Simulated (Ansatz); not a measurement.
# How the band gap of antifluorite Be2C moves with the method

No measured value is used here.

```json
[
 {"level (code)": "LDA (Ansatz)", "value (eV)": "1.18 (indirect)", "cell (Å³/atom)": "6.81"},
 {"level (code)": "PBE (Ansatz)", "value (eV)": "1.17 (indirect)", "cell (Å³/atom)": "6.81"},
 {"level (code)": "PBE-D4 (Ansatz)", "value (eV)": "1.18", "cell (Å³/atom)": "6.63"},
 {"level (code)": "HSE06 (Ansatz)", "value (eV)": "?", "cell (Å³/atom)": "6.81"},
 {"level (code)": "Hartree–Fock (Ansatz)", "value (eV)": "?", "cell (Å³/atom)": "6.81"},
 {"level (code)": "G0W0@HSE06 (Ansatz)", "value (eV)": "2.41 (indirect)", "cell (Å³/atom)": "6.81"}
]
```

Q: Complete the blanks.

A: 
- HSE06 (Ansatz, a first-principles code), value (eV): 1.90 (indirect)
- Hartree–Fock (Ansatz), value (eV): 7.83 (indirect)

Computed values are for a static lattice.  PBE-D4: the gap is read on the k mesh or supercell of the run alone and can be too large. G0W0@HSE06: GW on a hybrid start was not checked against another program. Values are at the measured cell; PBE-D4 at the level's own relaxed cell. Cutoffs and k meshes differ between the levels. Ansatz's density-functional and Hartree–Fock values are scalar-relativistic unless marked +SOC, with PAW data made under PBE.
